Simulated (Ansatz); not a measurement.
Candidates (primitive cells; geometry: cell and atoms relaxed with PBEsol):
A. BP (F-43m), a = b = c = 3.196 Å, α = β = γ = 60.00°
B. MgS (Fm-3m), a = b = c = 3.664 Å, α = β = γ = 60.00°
C. Si (Fd-3m), a = 3.8423 Å, b = 3.8423 Å, c = 3.8423 Å, α = 60.00°, β = 60.00°, γ = 60.00°

Task: Put the candidates in order of band gap, highest first, for HSE06 with spin-orbit coupling, rigid bands run with Ansatz (a program for electronic structure).

Result: B (3.80 eV), A (1.93 eV), C (1.12 eV)
